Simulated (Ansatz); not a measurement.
# BaS: energy against strain

BaS (rock salt, Fm-3m, 31.726 Å³/atom at rest, cube axes along x, y and z) under a strain ε along a cube axis (axis z), the other axes held. PBEsol in Ansatz, a plane-wave DFT program (PAW, default set), 420 eV, 9×9×9 Γ-centred mesh, Fermi-Dirac smearing 0.05 eV; ions are relaxed within the symmetry of each cell.

Here s stands for strain and y for E less E0.

| strain (%) | E less E0 (meV/atom) |
|---|---|
| -1.50 | 2.50 |
| -1.00 | 1.09 |
| -0.50 | 0.27 |
| 0.00 | 0.00 |
| 0.50 | 0.24 |
| 1.00 | 0.97 |
| 1.50 | 2.15 |
| 3.00 | ? |

Problem. Fit y against s with a parabola, and predict the withheld value at s = 3.00.

Solution. Least squares gives y = -0.003 - 0.0943·s + 1.0343·s². Residuals (row less fit): 0.034, -0.036, -0.033, 0.003, 0.032, 0.033, -0.033; standard error 0.041 (degrees of freedom: 4). Twice the quadratic coefficient over the volume, 2 × 1.0343 meV × 10⁴ × 0.1602 / 31.726 Å³, is the elastic constant C11 = 104 ± 1.8 GPa. At the withheld row, y = -0.003 - 0.0943 × 3.0 + 1.0343 × 3.0² = 9.023 meV/atom. The calculation gives 8.09 meV/atom, 0.933 meV/atom below the prediction (11.5 % of the range of y in the table). The row lies outside the fitted rows, so this is an extrapolation. From the scatter of the fitted rows alone, a prediction at this place has a standard error of 0.156 meV/atom, so the miss is 6.0 times that.

One order more, fitted to all 13 runs of the series, follows each within 0.01, so the miss is the next term of a smooth law. Rows are the converged runs of the series near zero and its far end; series whose fitted rows scatter by over a few per cent of the range, as at a crossing or softening among them, aren't shown in this form. Most that stay on the fit to the last digits aren't either.
